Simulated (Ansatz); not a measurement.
**A self-consistent single point of a (001) slab of TiO2 (cut from a parent of space group no. 141; 12 atoms in the cell) with Ansatz (a first-principles code)**

Method: LDA (PW92), default PAW files made with PBE (plane waves; Ansatz).

This input was run:

Ansatz 0.2 input:
```yaml
# TiO2
crystal:
  lattice:
    - [3.766076, 0.000000, 0.000000]
    - [0.000000, 3.766076, 0.000000]
    - [0.000000, 0.000000, 21.891695]
  atoms:
    - { symbol: Ti, position: [0.000000, 0.500000, 0.337913] }
    - { symbol: Ti, position: [0.000000, 0.000000, 0.662091] }
    - { symbol: O, position: [0.000000, 0.500000, 0.680244] }
    - { symbol: O, position: [0.500000, 0.500000, 0.356066] }
    - { symbol: O, position: [0.000000, 0.000000, 0.319756] }
    - { symbol: O, position: [0.000000, 0.500000, 0.427815] }
    - { symbol: Ti, position: [0.500000, 0.000000, 0.554032] }
    - { symbol: Ti, position: [0.500000, 0.500000, 0.445973] }
    - { symbol: O, position: [0.500000, 0.000000, 0.464126] }
    - { symbol: O, position: [0.000000, 0.000000, 0.572185] }
    - { symbol: O, position: [0.500000, 0.500000, 0.535879] }
    - { symbol: O, position: [0.500000, 0.000000, 0.643938] }
basis:
  ecutwfc: 30.9 Ry
kpoints:
  mp_grid:
    grid: [5, 5, 1]
hamiltonian:
  xc: lda
  pseudopotentials:
    kind: paw
scf:
  occupations:
    method: fermi_dirac
    width: 0.0015 Ry
output:
  forces: true
  eigenvalues: true
  stress: true
```

The program printed (abridged):

```
WARN the atoms were moved onto the symmetric positions of the space group found under crystal.symmetry.tolerance 1.0e-5 (fractional …
WARN ansatz: RAYON_NUM_THREADS=1 ignored (pool sized by the plan → 1); use --threads N
Pseudopotentials: kind: paw
Pseudopotential: Ti, paw, valence charge 12
Pseudopotential: O, paw, valence charge 6
Crystal: 12 atoms, lattice volume = 310.497 Å³
Basis set: ecut = 420.4159175005146 eV, 6057 PW (Γ)
Bands: 60, of which v1, the nominal top of the filled ones, is band 48 counted from 1 (47 counted from 0)
Symmetry: 8 space group operations
Space group: Pmma (ITA 51), of the structure as read, at distance tolerance 6.8e-5 Å
k-points: 9 of 25
PAW frozen core: Ti, regenerated for the run's functional, and the local potential with it
PAW frozen core: O, regenerated for the run's functional, and the local potential with it
Initial density: superposition of atomic densities (neutral atoms: chi_scale 0, normalization atom), corrected by the library's trained network
Initial wavefunctions: pseudopotential atomic-orbital guess
Eigensolver: davidson
Functional: x = slater, c = lda
SCF iter   1: F=—  HF=-14258.409404 eV  |F-HF|=—  |Δ(HF+E_count)|=         —  Δρ=1.32e-2  dr2=5.06e-1  ethr=1.77e-3  ⟨swp⟩=6.1  Hψ=2108  notcnv=0
all-band conjugate gradients solve this SCF's bands
preconditioner: auto → Resta (q_TF=auto, 2.244 Å⁻¹)
SCF iter   2: F=—  HF=-14258.354235 eV  |F-HF|=—  |Δ(HF+E_count)|=   5.52e-2  Δρ=9.88e-3  dr2=2.75e-1  ethr=5.27e-4  ⟨swp⟩=2.0  Hψ=966  notcnv=0  defer=51
SCF iter   3: F=—  HF=-14258.307185 eV  |F-HF|=—  |Δ(HF+E_count)|=   4.70e-2  Δρ=2.52e-3  dr2=1.70e-2  ethr=2.86e-4  ⟨swp⟩=2.1  Hψ=772  notcnv=0  defer=51
SCF iter   4: F=—  HF=-14258.304279 eV  |F-HF|=—  |Δ(HF+E_count)|=   2.91e-3  Δρ=1.40e-3  dr2=6.00e-3  ethr=1.77e-5  ⟨swp⟩=2.6  Hψ=961  notcnv=0  defer=51
SCF iter   5: F=—  HF=-14258.303350 eV  |F-HF|=—  |Δ(HF+E_count)|=   9.29e-4  Δρ=4.54e-4  dr2=4.82e-4  ethr=6.25e-6  ⟨swp⟩=2.0  Hψ=768  notcnv=0  defer=51
SCF iter   6: F=—  HF=-14258.303335 eV  |F-HF|=—  |Δ(HF+E_count)|=   1.49e-5  Δρ=1.60e-4  dr2=1.15e-4  ethr=5.02e-7  ⟨swp⟩=2.0  Hψ=732  notcnv=0  defer=51
SCF iter   7: F=—  HF=-14258.303326 eV  |F-HF|=—  |Δ(HF+E_count)|=   8.67e-6  Δρ=6.97e-5  dr2=2.26e-5  ethr=1.20e-7  ⟨swp⟩=2.0  Hψ=699  notcnv=0  defer=51
SCF iter   8: F=—  HF=-14258.302935 eV  |F-HF|=—  |Δ(HF+E_count)|=   3.92e-4  Δρ=5.04e-5  dr2=8.26e-6  ethr=2.35e-8  ⟨swp⟩=2.1  Hψ=816  notcnv=0  defer=51
SCF iter   9: F=—  HF=-14258.302935 eV  |F-HF|=—  |Δ(HF+E_count)|=   1.25e-7  Δρ=1.87e-5  dr2=1.25e-6  ethr=8.60e-9  ⟨swp⟩=2.0  Hψ=700  notcnv=0  defer=51
SCF iter  10: F=—  HF=-14258.302934 eV  |F-HF|=—  |Δ(HF+E_count)|=   1.04e-7  Δρ=5.38e-6  dr2=1.25e-7  ethr=1.30e-9  ⟨swp⟩=2.0  Hψ=834  notcnv=0  defer=51
SCF iter  11: F=—  HF=-14258.302934 eV  |F-HF|=—  |Δ(HF+E_count)|=   5.79e-8  Δρ=5.92e-6  dr2=1.17e-7  ethr=1.04e-10  ⟨swp⟩=11.0  Hψ=2211  notcnv=0
SCF iter  12: F=-14258.302934 eV  HF=-14258.302934 eV  |F-HF|=4.82e-8  |Δ(HF+E_count)|=   5.40e-9  Δρ=4.44e-6  dr2=5.80e-8  ethr=1.04e-10  ⟨swp⟩=2.8  Hψ=1809  notcnv=0
SCF 1 converged in 12 iterations: F = -14258.302934 eV  dr2 = 5.80e-8
SCF converged after 12 iterations
Free energy (F): -14258.302934 eV
Harris-Foulkes:  -14258.302934 eV  (|F-HF|=4.82e-8)
Internal energy: -14258.302934 eV  (E = F + TS)
E sigma→0 (E₀):  -14258.302934 eV
Fermi energy:    0.596686 eV
--- Per-component energies (eV) ---
  E_band       = -1650.433084
  E_kinetic    = 2474.435657
  E_local      = -78106.288721  (includes V_loc(G=0)·N_el)
  E_nonlocal   = 425.378305
  E_hartree    = 37875.378978
  E_xc         = -965.871424
  E_vxc        = -1231.393653  (∫ρ·V_xc dr)
  E_paw        = -5161.606563  (= ΣΔE_a)
  E_vpaw       = -963.357758  (= ΣTr[D̂ρ^β])
  E_aug_tail   = 0.020313  (compensation charges beyond the density's cutoff)
  E_ewald      = 29198.171348
  E_core_change = 2.079173  (= ΣΔE_core)
  E_smearing   = -0.000000  (= −TS)
  E_closure    = -0.000000  (closes the sum)
  Σ components = -14258.302934   (vs F -14258.302934, Δ=0.00e0)
--- Forces (eV/Å), atoms counted from 1 ---
  atom   1  Ti     0.00000000     0.00000000     1.56662289
  atom   2  Ti     0.00000000     0.00000000    -1.56662289
  atom   3  O      0.00000000     0.00000000     0.40396976
  atom   4  O      0.00000000     0.00000000    -0.10424497
  atom   5  O      0.00000000     0.00000000    -0.40396976
  atom   6  O      0.00000000     0.00000000    -0.66728096
  atom   7  Ti     0.00000000     0.00000000     0.17090895
  atom   8  Ti     0.00000000     0.00000000    -0.17090895
  atom   9  O     -0.00000000     0.00000000     0.15889454
  atom  10  O      0.00000000     0.00000000     0.66728096
  atom  11  O     -0.00000000     0.00000000    -0.15889454
  atom  12  O      0.00000000     0.00000000     0.10424497
  max |Σ_I F_I| component: 4.44e-16 eV/Å
--- Stress (GPa, compression-positive) ---
       -1.346044       0.000000       0.000000
        0.000000      -9.868698      -0.000000
        0.000000      -0.000000      -2.585968
  P = ⅓ Tr σ = -4.6002 GPa (-46.002 kbar)
  The stress holds the Pulay correction. Without it, at fixed plane waves, as pw.x and ABINIT print it: P = -5.0146 GPa
--- Band table (eV; the first three rows and the last of 9) ---
  k-point 0: bands = ["-56.4300", "-56.3959", "-56.3057", "-56.3047", "-33.2249", "-33.0918", "-33.0275", "-33.0185", "-33.0053", "-32.9494", "-32.9109", "-32.8780", "-32.8731", "-32.8610", "-32.7004", "-32.7001", "-18.0456", "-17.6199", "-17.1503", [...]
  k-point 1: bands = ["-56.4259", "-56.3983", "-56.3049", "-56.3041", "-33.2247", "-33.1261", "-33.0290", "-33.0240", "-33.0060", "-32.9773", "-32.9016", "-32.8764", "-32.8725", "-32.8561", "-32.7297", "-32.7293", "-17.8832", "-17.5835", "-17.0221", [...]
  k-point 2: bands = ["-56.4160", "-56.4055", "-56.3035", "-56.3032", "-33.2228", "-33.1924", "-33.0315", "-33.0168", "-33.0162", "-33.0093", "-32.8822", "-32.8734", "-32.8719", "-32.8621", "-32.7766", "-32.7763", "-17.6445", "-17.5581", "-16.9050", [...]
  k-point 8: bands = ["-56.4114", "-56.4006", "-56.3039", "-56.3039", "-33.2251", "-33.1948", "-33.1631", "-33.1565", "-33.0242", "-33.0080", "-32.9063", "-32.9031", "-32.8618", "-32.8414", "-32.7735", "-32.7735", "-16.9511", "-16.7992", "-16.6741", [...]
```

The run converged in 12 iterations.

The starting cell has typed, rounded lattice constants, without a prior relaxation at this level. The slab is cut from that crystal, and its faces are unrelaxed. Its lattice was rescaled by up to half a per cent. Spin polarisation is off, though cut faces can carry moments; a gap of a slab can lie between surface states. Forces in this geometry exceed 1 eV/Å. Another mesh or the band path of this cell gives a smaller gap, so this value is not converged in the mesh.
